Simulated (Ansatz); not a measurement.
Take Na in the bcc (W type) structure (space group Im-3m, No. 229; a = 4.226 Å; relaxed with 0.1 eV smearing) as the base. Axes: x, y, z lie along the cube axes.

Method: DFT with r2SCAN, PAW potentials and a 500 eV plane-wave cutoff in Ansatz (a first-principles code), no spin-orbit coupling, earlier PAW set.

Before the change:

The shortest interatomic distance comes out as 3.660 Å.

Perturbation: the symmetric strain tensor [0.0112 -0.0070 0.0054; -0.0070 0.0128 -0.0092; 0.0054 -0.0092 -0.0264], atoms relaxed at fixed cell.

Question: How does this affect the energy relative to the base, stress and shortest interatomic distance?

Answer: The energy goes up by 0.7 meV/atom; the stress (xx, yy, zz, yz, xz, xy; compression positive) is (0.0, 0.0, 0.1, 0.1, -0.1, 0.1) GPa; the shortest interatomic distance drops by 0.029 Å to 3.631 Å.

No phonon test of stability was made.
